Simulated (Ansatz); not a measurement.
The parent structure is Hf in the hcp (Mg type) structure (space group P6_3/mmc, No. 194; a = 3.158 Å, c = 5.004 Å; relaxed with 0.1 eV smearing). Axes: x lies along a and z along c of the hexagonal cell.

The values are results of PBEsol, PAW, 420 eV (Ansatz, a program for electronic structure; no SOC), not measurements.

Now apply this change: tensor shear ε_xz = +2.00 % (engineering shear γ = 0.0400); the atoms relax in the strained cell.

**Question.** Predict the stress tensor and what it implies for the stiffness.

**Answer.** Stress of the strained cell less that of the base (GPa, compression positive):
```
    0.0     0.0    -1.9
    0.0    -0.1     0.0
   -1.9     0.0     0.1
```

Then −Δσ/γ with γ = 2ε = 0.0400 gives secant stiffness values (nonlinear terms included at this strain): C55 ≈ 48 GPa.

As a check, the harmonic strain energy −½ V₀ Δσ:ε is 5.2 meV/atom; the computed energy rise is 5.2 meV/atom.

Stability against distortions was not tested. The final runs are not spin-polarised.
